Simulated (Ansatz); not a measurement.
# NbP: strain tensor (xx, yy, zz, yz, xz, xy) = (−0.84, −1.78, +0.84, +0.33, +0.38, +0.26) %

Consider NbP (space group I4_1md, No. 109; a = 3.320 Å, c = 11.291 Å; relaxed with 0.1 eV smearing). Axes: x, y, z lie along a, b, c of the conventional cell.

Perturbation: the symmetric strain tensor [-0.0084 0.0026 0.0038; 0.0026 -0.0178 0.0033; 0.0038 0.0033 0.0084]; the atoms relax in the strained cell.

Calculations: PBEsol (Ansatz, a quantum-chemistry and plane-wave program), no SOC, earlier PAW set. Γ-centred 24×24×24 mesh, Fermi–Dirac width 0.1 eV.

* **Volume per atom**: 15.28 Å³ (base 15.56 Å³)
* **Space group**: P1 (No. 1) (base I4_1md (No. 109))
* **Shortest interatomic distance**: 2.498 Å (base 2.518 Å)
* **Energy relative to the base (free energy F)**: +8.1 meV/atom
* **Band gap**: zero (base zero)
* **Largest internal atomic displacement**: 0.011 Å
* **Stress (xx, yy, zz, yz, xz, xy; compression positive)**: (5.0, 6.8, 1.3, -0.8, -0.9, -1.1) GPa

Cost of the whole job for the changed cell (relaxation, final SCF and bands): roughly 60 core-minutes.

No phonon test of stability was made. All final runs are without spin polarisation. The zero or small gap of NbP can change with the level of theory.
